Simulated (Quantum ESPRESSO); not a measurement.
Worked example: self-consistent single point of Hf₂SiH (P1, 8 atoms in the cell) in Quantum ESPRESSO.

Computed with LDA (PW92), PseudoDojo standard norm-conserving (LDA) pseudopotentials (plane waves; Quantum ESPRESSO).

```xyz
8
Lattice="-3.2486 3.2486 2.7005 3.2486 -3.2486 2.7005 3.2486 3.2486 -2.7005" Properties=species:S:1:pos:R:3 pbc="T T T"
Hf     4.3308     1.0677     0.0026
Hf    -1.0929     2.1229     2.7756
Hf     2.1721     1.0621     2.7132
Hf     1.1238     2.2101    -0.0134
Si     0.0340     0.0353     1.3254
Si    -0.0278     0.0001     4.0325
H     -0.0009     3.3017     1.3316
H      3.2066    -0.0542     1.3349
```

Reference input (self-consistent single point, DFT, LDA (PW92), plane waves, PseudoDojo standard norm-conserving (LDA) pseudopotentials): ecutwfc = 75 Ry; occupations = smearing; smearing = gauss; degauss = 0.0147 Ry; potentials = {Hf: Hf.upf, Si: Si.upf, H: H.upf}; K_POINTS = automatic 4 4 4 0 0 0; conv_thr = 1e-11 Ry. This run's input differs from it in these lines:

```diff
@@ -33,4 +33,3 @@
 H     3.2065744237   -0.0541898132    1.3349026006
-K_POINTS {automatic}
-4 4 4  0 0 0
+K_POINTS {gamma}
 CELL_PARAMETERS {bohr}
```

Log, with long lists cut:

```
     Self-consistent Calculation

     iteration #  1     ecut=    75.00 Ry     beta= 0.70

     Threshold (ethr) on eigenvalues was too large:
     Diagonalizing with lowered threshold

     total energy              =    -470.98647720 Ry
     estimated scf accuracy    <       0.25275201 Ry

     iteration #  2     ecut=    75.00 Ry     beta= 0.70

     total energy              =    -470.98159788 Ry
     estimated scf accuracy    <       0.29859388 Ry

     iteration #  3     ecut=    75.00 Ry     beta= 0.70

     total energy              =    -471.03614785 Ry
     estimated scf accuracy    <       0.13962582 Ry

   [... 12 blocks of this kind left out ...]

     iteration # 16     ecut=    75.00 Ry     beta= 0.70

     total energy              =    -471.06008331 Ry
     estimated scf accuracy    <          6.1E-11 Ry

     iteration # 17     ecut=    75.00 Ry     beta= 0.70
     End of self-consistent calculation

     the Fermi energy is    14.7806 ev

!    total energy              =    -471.06008331 Ry
     estimated scf accuracy    <          6.8E-12 Ry
     smearing contrib. (-TS)   =      -0.01782575 Ry
     internal energy E=F+TS    =    -471.04225756 Ry

     convergence has been achieved in  17 iterations

     Forces acting on atoms (cartesian axes, Ry/au):

     atom    1 type  1   force =    -0.05781599   -0.03026260    0.01618673
     atom    2 type  1   force =     0.06318970    0.05498276   -0.05561636
     atom    3 type  1   force =    -0.00353383   -0.07863306   -0.00664821
     atom    4 type  1   force =    -0.01703384    0.07672161    0.01091078
     atom    5 type  2   force =    -0.01475794   -0.01040733    0.00765565
   [... lines left out ...]

     Total force =     0.170230     Total SCF correction =     0.000008

          total   stress  (Ry/bohr**3)                   (kbar)     P=       -0.89
  -0.00005039  -0.00002363   0.00004751           -7.41       -3.48        6.99
  -0.00002363  -0.00038070   0.00000513           -3.48      -56.00        0.75
   0.00004751   0.00000513   0.00041297            6.99        0.75       60.75

   JOB DONE.
```

The run converged in 17 iterations. Against the reference run the free energy rises by 547 meV/atom, the pressure goes from -6.52 to -0.09 GPa and the largest force goes from 1.347 to 2.585 eV/Å.

The starting cell comes from a database of computed structures (which also holds hypothetical and non-ambient phases and stackings), without a prior relaxation at this level. Its atoms were displaced at random from the sites of space group no. 140. Forces in this geometry exceed 1 eV/Å.
